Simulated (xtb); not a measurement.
xtb 6.7.1, GFN1-xTB: CB(C)S[SiH](F)F, 14 atoms. The geometry is a generated start, not checked to be a minimum at this level.

```
Item                                                                                                            Value
------------------------  -------------------------------------------------------------------------------------------
method                                                                                                       GFN1-xTB
--acc                                                                                                     1 (default)
--etemp (K)                                                                                             300 (default)
detailed input (--input)  none: ANC optimiser, Lindh (1995) Hessian, microcycle=20, maxdispl=1.0, hlow=0.01 (default)
basis functions                                                                                                    54
valence electrons                                                                                                  42
```

```xyz
14

Si     2.3058     0.3868     0.2105
F      2.3163     1.7114    -0.6871
F      2.1486    -0.7101    -0.9457
S      0.7092     0.3239     1.5784
B     -0.6233    -0.0611     0.3435
C     -1.0437    -1.5596     0.1730
C     -1.3249     1.1360    -0.3839
H      3.5624     0.2286     0.8774
H     -1.8017    -1.7973     0.9223
H     -1.4869    -1.7771    -0.7965
H     -0.2269    -2.2596     0.3404
H     -0.6185     1.8876    -0.7357
H     -1.9707     1.6557     0.3268
H     -1.9458     0.8348    -1.2235
```

The structure is relaxed from this start with --opt LEVEL for the levels crude, sloppy, loose, lax, normal, tight, vtight, extreme, once each. Up to the end of the extreme run atoms move by at most 1.8 Å along an axis.

**Question.** Which level is enough to come within 5 meV of the tightest end point?

**Answer.** lax: 61 cycles against 126, ending 1.7 meV above.

| level | cycles | energy above the extreme run (meV) | gradient norm (eV/Å) |
|---|---|---|---|
| crude | 4 | 300 | 0.28 |
| sloppy | 29 | 69 | 0.20 |
| loose | 30 | 68 | 0.11 |
| lax | 61 | 1.7 | 0.097 |
| normal | 67 | 0.70 | 0.051 |
| tight | 69 | 0.64 | 0.013 |
| vtight | 116 | 0.014 | 0.0047 |
| extreme | 126 | — | 0.0014 |
